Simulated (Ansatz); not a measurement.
```xyz
40
Lattice="22.0000 0.0000 0.0000 0.0000 22.0000 0.0000 0.0000 0.0000 5.6833" Properties=species:S:1:pos:R:3 pbc="T T T"
Mg    16.2894    11.0000     3.7944
O     16.0781    12.6500     4.7305
O     16.3394    11.0000     1.8889
Mg    15.2792    14.1090     3.7944
O     14.1384    15.3197     4.7305
Mg    16.0305    12.6345     0.9528
O     15.3197    14.1384     1.8889
Mg    12.6345    16.0305     3.7944
O     11.0000    16.3394     4.7305
Mg    14.1090    15.2792     0.9528
O     12.6500    16.0781     1.8889
Mg     9.3655    16.0305     3.7944
O      7.8616    15.3197     4.7305
Mg    11.0000    16.2894     0.9528
O      9.3500    16.0781     1.8889
Mg     6.7208    14.1090     3.7944
O      5.9219    12.6500     4.7305
Mg     7.8910    15.2792     0.9528
O      6.6803    14.1384     1.8889
Mg     5.7106    11.0000     3.7944
O      5.9219     9.3500     4.7305
Mg     5.9695    12.6345     0.9528
O      5.6606    11.0000     1.8889
Mg     6.7208     7.8910     3.7944
O      7.8616     6.6803     4.7305
Mg     5.9695     9.3655     0.9528
O      6.6803     7.8616     1.8889
Mg     9.3655     5.9695     3.7944
O     11.0000     5.6606     4.7305
Mg     7.8910     6.7208     0.9528
O      9.3500     5.9219     1.8889
Mg    12.6345     5.9695     3.7944
O     14.1384     6.6803     4.7305
Mg    11.0000     5.7106     0.9528
O     12.6500     5.9219     1.8889
Mg    15.2792     7.8910     3.7944
O     16.0781     9.3500     4.7305
Mg    14.1090     6.7208     0.9528
O     15.3197     7.8616     1.8889
Mg    16.0305     9.3655     0.9528
```

These are PBE (plane waves to 420 eV, PAW; Ansatz, a quantum-chemistry and plane-wave program) values and carry that method's errors. Mesh 1×1×6. No spin polarisation. Isolated but for its images some 11 Å away. A hypothetical model, rolled from the flat sheet. It keeps the symmetry and period of its start, so it need not be a minimum against all distortions.

**Question.** Tabulate the two highest filled and two lowest empty levels along the axis, from the valence top.

**Answer.** 
```json
[
 {"k (2π/c)": "0.000", "v2 (eV)": "0.00", "v1 (eV)": "0.00", "c1 (eV)": "3.24", "c2 (eV)": "3.56"},
 {"k (2π/c)": "0.042", "v2 (eV)": "0.00", "v1 (eV)": "0.00", "c1 (eV)": "3.25", "c2 (eV)": "3.58"},
 {"k (2π/c)": "0.083", "v2 (eV)": "0.00", "v1 (eV)": "0.00", "c1 (eV)": "3.30", "c2 (eV)": "3.62"},
 {"k (2π/c)": "0.125", "v2 (eV)": "-0.01", "v1 (eV)": "-0.01", "c1 (eV)": "3.36", "c2 (eV)": "3.68"},
 {"k (2π/c)": "0.167", "v2 (eV)": "-0.02", "v1 (eV)": "-0.02", "c1 (eV)": "3.45", "c2 (eV)": "3.76"},
 {"k (2π/c)": "0.208", "v2 (eV)": "-0.03", "v1 (eV)": "-0.03", "c1 (eV)": "3.56", "c2 (eV)": "3.87"},
 {"k (2π/c)": "0.250", "v2 (eV)": "-0.04", "v1 (eV)": "-0.04", "c1 (eV)": "3.69", "c2 (eV)": "4.00"},
 {"k (2π/c)": "0.292", "v2 (eV)": "-0.05", "v1 (eV)": "-0.05", "c1 (eV)": "3.83", "c2 (eV)": "4.14"},
 {"k (2π/c)": "0.333", "v2 (eV)": "-0.06", "v1 (eV)": "-0.06", "c1 (eV)": "3.99", "c2 (eV)": "4.29"},
 {"k (2π/c)": "0.375", "v2 (eV)": "-0.07", "v1 (eV)": "-0.07", "c1 (eV)": "4.16", "c2 (eV)": "4.46"},
 {"k (2π/c)": "0.417", "v2 (eV)": "-0.07", "v1 (eV)": "-0.07", "c1 (eV)": "4.34", "c2 (eV)": "–"},
 {"k (2π/c)": "0.458", "v2 (eV)": "-0.07", "v1 (eV)": "-0.07", "c1 (eV)": "4.54", "c2 (eV)": "–"},
 {"k (2π/c)": "0.500", "v2 (eV)": "-0.07", "v1 (eV)": "-0.07", "c1 (eV)": "–", "c2 (eV)": "–"}
]
```
A dash stands for levels within 1 eV of the vacuum level or above it.
